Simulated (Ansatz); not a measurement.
**Thickness series in hypothetical fluorite ZrS2**

Take ZrS₂ in the fluorite structure (space group Fm-3m, No. 225; a = 6.263 Å; a hypothetical phase, not in the database extracts checked) as the base. Axes: x, y, z lie along the cube axes.

Free-standing slabs (3 atom(s) a layer) normal to [111] with 15 Å of vacuum; in-plane cell held at bulk.

Levels (all Ansatz, a program for electronic structure, PAW, earlier PAW set): PBE (420 eV, scalar-relativistic without spin-orbit coupling); r2SCAN (500 eV, no spin-orbit coupling).

The base cell above is that of PBE; each level relaxes its own structures.

```
case      band gap, PBE  band gap, r2SCAN
--------  -------------  ----------------
1 layer         1.18 eV           1.45 eV
2 layers        1.08 eV                 …
3 layers        0.83 eV           1.11 eV
4 layers        0.62 eV           0.89 eV
5 layers        0.39 eV                 …
6 layers        0.27 eV                 …
```

Q: What belongs in the blanks?

A: 
- 2 layers, band gap, r2SCAN: 1.36 eV
- 5 layers, band gap, r2SCAN: 0.66 eV
- 6 layers, band gap, r2SCAN: 0.54 eV

PBE lies below r2SCAN in every row, by 0.27 eV to 0.29 eV. They put the cases in the same order.

Whether these cells are dynamically stable was not tested. All final runs are without spin polarisation. The zero or small gap of ZrS2 can change with the level of theory.
